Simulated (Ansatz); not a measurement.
Consider Si in the diamond structure (space group Fd-3m, No. 227).

```
Si
1.0
    0.00000     2.71688     2.71688
    2.71688     0.00000     2.71688
    2.71688     2.71688     0.00000
Si
2
Direct
  0.00000   0.00000   0.00000
  0.25000   0.25000   0.25000
```

The values are results of Ansatz (an electronic-structure program), PBEsol, PAW, cutoff 420 eV, no spin-orbit coupling, not measurements.

One change was made to it. Results:

The lattice parameter a shrinks by 0.298 Å (5.434 Å → 5.136 Å); the hole mass (degenerate bands, along [100]) becomes 0.23 mₑ (at Γ) (base: 0.17, 0.26, 0.26 mₑ (at Γ)).

Which change produced these results?
A) pressure −1 GPa
B) pressure 4.5 GPa
C) pressure 9 GPa
D) pressure −2 GPa
E) pressure 22.5 GPa

E, pressure 22.5 GPa. For comparison, the lattice parameter a in the other runs: pressure 9 GPa gives 5.289 Å; pressure −1 GPa gives 5.453 Å; pressure 4.5 GPa gives 5.355 Å; pressure −2 GPa gives 5.474 Å.

The levels and masses belong to the bands next to the band gap. Load acts through the strain it causes; cell and atoms are relaxed under it. Effective masses come from finite differences of ±0.01 Å⁻¹. No phonon test of stability was made. Measured, Si leaves this structure (for the β-tin structure) near 12 GPa (room temperature; as listed in arXiv:1906.07825).
